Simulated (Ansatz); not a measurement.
Levels about the gap of amorphous Zr20O42Ge (63 atoms in a cell of 815 Å³, 5.24 g/cm³; zone centre alone, so wide bands show as single levels with stretches between that a denser mesh fills), at the geometry that PBE relaxed, where it gives 1.3 GPa on a denser mesh. Exact exchange is cut at the faces of this small cell, which leaves a finite-size error. The participation number counts the atoms over which a state spreads; weights are charges in smoothed Voronoi cells. The levels come from a single point, so bond lengths are those of that geometry. Method of the levels: HSE06, scalar-relativistic without spin-orbit coupling (Ansatz, a first-principles code). Sampling: the zone centre alone; Fermi-Dirac width 0.02 eV; no spin polarisation. At PBE the levels at the filled edge of the gap are localised (band-tail or defect states).

It comes from a melt-quench run on a machine-learned potential (CHGNet), relaxed afterwards by DFT. O atoms were pushed apart under 1.9 Å during the dynamics, to hinder bonds among them. The hot cell started wider than the set density and was brought back towards it in steps. It is the lowest in DFT energy of 2 quenches. It is a model cell: composition and starting density were chosen by hand, and all elements were melted together. No dispersion term was used. Its density started from a set value of 5.24 and ended at 5.24 g/cm³. Cooling (nominally 380 K/ps over its main leg) ran many orders faster than in experiment, which tends to leave more defects and strain. Values belong to this one cell and scatter from quench to quench. The volume was held where the preparation left it and the shape relaxed, at a PBE pressure of 1.3 GPa. Stress components on the final sampling reach 1.4 GPa.

```json
[
 {"E - E(highest filled), eV": "-0.32", "filling": "filled", "participation number": "19.6", "largest on": "O, 4 neighbours", "weight O": "0.94", "weight Zr": "0.06", "weight Ge": "0.00"},
 {"E - E(highest filled), eV": "-0.31", "filling": "filled", "participation number": "18.8", "largest on": "O, 4 neighbours", "weight O": "0.94", "weight Zr": "0.06", "weight Ge": "0.00"},
 {"E - E(highest filled), eV": "-0.28", "filling": "filled", "participation number": "15.8", "largest on": "O, 2 neighbours", "weight O": "0.94", "weight Zr": "0.06", "weight Ge": "0.00"},
 {"E - E(highest filled), eV": "-0.22", "filling": "filled", "participation number": "19.4", "largest on": "O, 3 neighbours", "weight O": "0.94", "weight Zr": "0.06", "weight Ge": "0.00"},
 {"E - E(highest filled), eV": "-0.18", "filling": "filled", "participation number": "18.8", "largest on": "O, 2 neighbours", "weight O": "0.94", "weight Zr": "0.05", "weight Ge": "0.00"},
 {"E - E(highest filled), eV": "-0.06", "filling": "filled", "participation number": "10.1", "largest on": "O, 3 neighbours", "weight O": "0.95", "weight Zr": "0.04", "weight Ge": "0.00"},
 {"E - E(highest filled), eV": "0.00", "filling": "filled", "participation number": "6.7", "largest on": "O, 2 neighbours", "weight O": "0.95", "weight Zr": "0.05", "weight Ge": "0.00"},
 {"E - E(highest filled), eV": "5.40", "filling": "empty", "participation number": "19.7", "largest on": "Zr, 6 neighbours", "weight O": "0.35", "weight Zr": "0.64", "weight Ge": "0.00"},
 {"E - E(highest filled), eV": "5.46", "filling": "empty", "participation number": "18.2", "largest on": "Zr, 7 neighbours", "weight O": "0.34", "weight Zr": "0.65", "weight Ge": "0.01"},
 {"E - E(highest filled), eV": "5.55", "filling": "empty", "participation number": "31.2", "largest on": "Zr, 7 neighbours", "weight O": "0.36", "weight Zr": "0.62", "weight Ge": "0.01"},
 {"E - E(highest filled), eV": "5.61", "filling": "empty", "participation number": "28.4", "largest on": "Zr, 7 neighbours", "weight O": "0.36", "weight Zr": "0.63", "weight Ge": "0.01"},
 {"E - E(highest filled), eV": "5.67", "filling": "empty", "participation number": "17.6", "largest on": "Zr, 7 neighbours", "weight O": "0.34", "weight Zr": "0.65", "weight Ge": "0.01"},
 {"E - E(highest filled), eV": "5.72", "filling": "empty", "participation number": "27.4", "largest on": "Zr, 6 neighbours", "weight O": "0.36", "weight Zr": "0.62", "weight Ge": "0.03"},
 {"E - E(highest filled), eV": "5.76", "filling": "empty", "participation number": "24.1", "largest on": "Zr, 6 neighbours", "weight O": "0.34", "weight Zr": "0.65", "weight Ge": "0.01"}
]
```

Most localised among these is the filled level at +0.00 eV, on a O atom, which has 2 neighbours (Zr 2.02 Å, Zr 2.04 Å).
